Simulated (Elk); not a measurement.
# How far to go with the k-point mesh at a smearing width of 0.05 eV: Na (Im-3m, 1 atom in the cell)

```
CELL_PARAMETERS angstrom
     -2.14065     2.14065     2.14065
      2.14065    -2.14065     2.14065
      2.14065     2.14065    -2.14065
ATOMIC_POSITIONS crystal
  Na 0.00000 0.00000 0.00000
```

Method: PBE, all-electron FP-LAPW, Elk's shipped species files, default APW+lo basis (Elk).

Base settings: xctype = 20; rgkmax = 7; stype = 3; swidth = 0.00367493 Ha; ngridk = 11 11 11.

In this ladder: swidth = 0.00183747 Ha.

The second cell is the first with its lattice scaled by 0.98.

Only quantities that move along the ladder and can be compared are tabulated.

The starting cell has typed, rounded lattice constants, without a prior relaxation at this level. Its lattice was rescaled by up to half a per cent. Values depend on the basis (sphere radii, cutoffs, local orbitals), which need not be converged.

| ngridk | free energy less the last step's (meV/atom) | energy of the compressed cell less the first (meV/atom) |
|---|---|---|
| 4 4 4 | 97.72 | 1.26 |
| 5 5 5 | 1.61 | -4.01 |
| 6 6 6 | 28.07 | -2.25 |
| 7 7 7 | -2.20 | -3.42 |
| 8 8 8 | 8.11 | -3.18 |
| 10 10 10 | 3.98 | -3.74 |
| 12 12 12 | 1.57 | -3.59 |
| 14 14 14 | -0.21 | -3.81 |
| 17 17 17 | 0.25 | -3.80 |
| 21 21 21 | 0.21 | -3.79 |
| 26 26 26 | 0.00 | -3.88 |

Coarsest ngridk that holds the free energy within 2 meV/atom of the last step, with all finer ones: 12 12 12; the step before is off by 4.0 meV/atom.

Coarsest ngridk that holds the energy of the compressed cell less the first within 2 meV/atom of the last step, with all finer ones: 5 5 5; the step before is off by 5.1 meV/atom.

The energy difference between the two cells stays within 1 meV/atom of the last step's from 7 7 7 on, the total only from 14 14 14 on: much of the error is common to both cells and cancels.
